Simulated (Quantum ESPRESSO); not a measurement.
## σyy against uniaxial strain in bcc Nb (space group 229): C12 (Quantum ESPRESSO, LDA)

```xyz
1
Lattice="-1.5994 1.6237 1.6237 1.5994 -1.6237 1.6237 1.5994 1.6237 -1.6237" Properties=species:S:1:pos:R:3 pbc="T T T"
Nb     0.0000     0.0000     0.0000
```

Method: LDA (PZ), GBRV 1.5 ultrasoft (LDA) pseudopotentials (plane waves; Quantum ESPRESSO 7.5). Settings: ecutwfc = 52 Ry; ecutrho = 416 Ry; occupations = smearing; smearing = fermi-dirac; degauss = 0.0036749 Ry; potentials = {Nb: nb_lda_v1.uspp.F.UPF}; K_POINTS = automatic 38 38 38 0 0 0; conv_thr = 1e-10 Ry. The cell above is the first row's. The rows stretch one cube axis (x) by the strain ε and hold the other two. Stress is positive in tension. In all rows the k mesh is held.

```csv
ε (%),σyy (GPa)
-1.5,?
-1.0,-1.30
-0.5,-0.53
0.0,0.22
0.5,0.94
1.0,1.64
1.5,2.32
2.0,2.97
```

**Question.** Using a parabola, estimate the missing σyy at ε = -1.5 from the other rows, showing the fit.

**Answer.** Least squares gives σyy = 0.218 + 1.4707·ε - 0.0471·ε². Residuals (row less fit): 0.000, -0.001, 0.002, -0.002, -0.002, 0.002, -0.001; standard error 0.002 (degrees of freedom: 4). The slope at ε = 0, 1.4707 GPa per cent, gives C12 ≈ 100 × 1.4707 = 147 GPa, for the static lattice. At the withheld row, σyy = 0.218 + 1.4707 × (-1.5) - 0.0471 × (-1.5)² = -2.094 GPa. The calculation gives -2.11 GPa, 0.016 GPa below the prediction (0.3 % of the range of σyy in the table). The row lies outside the fitted rows, so this is an extrapolation.

Carrying the step between the two nearest rows on in a straight line would have given -2.07, off by 0.04; series whose last step already gives the withheld value aren't shown. The reference cell has the volume at which an earlier scan in this program and functional put its minimum by a fit. The unstrained cell stands at a pressure of -0.22 GPa, and the constants belong to that pressure. Spin polarisation is off. Without a gap such slopes are sensitive to mesh and smearing. Cutoffs and mesh are single choices, not tested for convergence of this quantity. Series with a scatter that would blur these digits, or in which a gap closes, are not shown. Strain series were run only where this level's volume lies within 10 % of a first guess from the measured size.
